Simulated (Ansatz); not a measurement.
```yaml
crystal:
  lattice:
    - [4.61751, 0.00000, 0.00000]
    - [0.00000, 4.61751, 0.00000]
    - [2.30876, -2.30876, 3.17555]
  atoms:
    - { symbol: Na, position: [0.00000, 0.00000, 0.00000] }
    - { symbol: I, position: [0.50000, 0.50000, 0.00000] }
```

No spin polarisation.

Level of theory: PBEsol (Ansatz, an electronic-structure program; PAW; 420 eV plane waves; scalar-relativistic without spin-orbit coupling). Γ-centred 9×9×9 mesh, Fermi–Dirac width 0.05 eV.

### Question
What mean in-plane stress (compression positive) does the calculation give?

### Answer
-0.7 GPa.

### Question
What valence-band top at Γ (three highest levels, from the VBM) does the calculation give?

### Answer
0.00, 0.00, -0.04 eV.

With I present, leaving out spin-orbit coupling can change the band edges. The levels and masses belong to the bands next to the band gap. The cells carry an imposed strain or load. Whether these cells are dynamically stable was not tested. The cell was made from NaI in the rock salt structure (space group Fm-3m, No. 225) by this change: biaxial strain +2.00 %, plane normal [001], relaxed out of plane.
